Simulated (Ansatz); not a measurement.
**A computed series for WSi2: response to strain**

The reference is WSi2 (space group I4/mmm, No. 139; a = 3.2024 Å, c = 7.8177 Å; relaxed with 0.1 eV smearing). Axes: x, y, z lie along a, b, c of the conventional cell.

Strains are applied to the cell and any free atomic positions relax; under biaxial strain the out-of-plane vector relaxes too.

Calculations: PBEsol (Ansatz, a first-principles code), scalar-relativistic without spin-orbit coupling.

Notes on the quantities. in-plane stress: mean in-plane stress (compression positive).

```csv
variant,in-plane stress,volume per atom
base,–,13.36 Å³
"biaxial strain −3.00 %, plane normal [001], relaxed out of plane",+17.7 GPa,12.73 Å³
"biaxial strain −2.00 %, plane normal [001], relaxed out of plane",+11.4 GPa,12.94 Å³
"biaxial strain −1.50 %, plane normal [001], relaxed out of plane",[?],13.04 Å³
"biaxial strain −1.00 %, plane normal [001], relaxed out of plane",+5.5 GPa,13.15 Å³
"biaxial strain −0.50 %, plane normal [001], relaxed out of plane",+2.7 GPa,13.25 Å³
"biaxial strain +0.50 %, plane normal [001], relaxed out of plane",-2.6 GPa,13.47 Å³
"biaxial strain +1.00 %, plane normal [001], relaxed out of plane",-5.1 GPa,[?]
"biaxial strain +1.50 %, plane normal [001], relaxed out of plane",-7.5 GPa,13.70 Å³
"biaxial strain +2.00 %, plane normal [001], relaxed out of plane",-9.8 GPa,13.81 Å³
```

Q: Complete the table.

A: 
- biaxial strain −1.50 %, plane normal [001], relaxed out of plane, in-plane stress: +8.4 GPa
- biaxial strain +1.00 %, plane normal [001], relaxed out of plane, volume per atom: 13.58 Å³

Whether these cells are dynamically stable was not tested. All final runs are without spin polarisation.
